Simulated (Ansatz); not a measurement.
The parent structure is LiF in the rock salt structure (space group Fm-3m, No. 225; a = 4.008 Å).

Computed with Ansatz (a quantum-chemistry and plane-wave program), PBEsol, PAW, cutoff 420 eV, no SOC.

Base values:

| Property | Result |
|---|---|
| Gap between the host's bands | 9.05 eV |
| Gap character | direct at Γ |

It is then changed as follows: 0.0241 electrons added to each cell, a density of 1.5×10^21 cm⁻³, with a uniform compensating background at fixed cell and a 300 K Fermi–Dirac width.

Predict the new Fermi level from band edge, gap between the host's bands and gap character.

The Fermi level relative to the doped band's edge (positive inside the band; to 0.05 eV) is +0.50 eV; the gap between the host's bands decreases by 0.04 eV, from 9.05 eV to 9.01 eV; the gap character stays direct at Γ.

Charged cell with a jellium background: band edges are those of the host's band count, energies are not comparable with the neutral cell, and many-body gap narrowing is missing. No phonon test of stability was made.
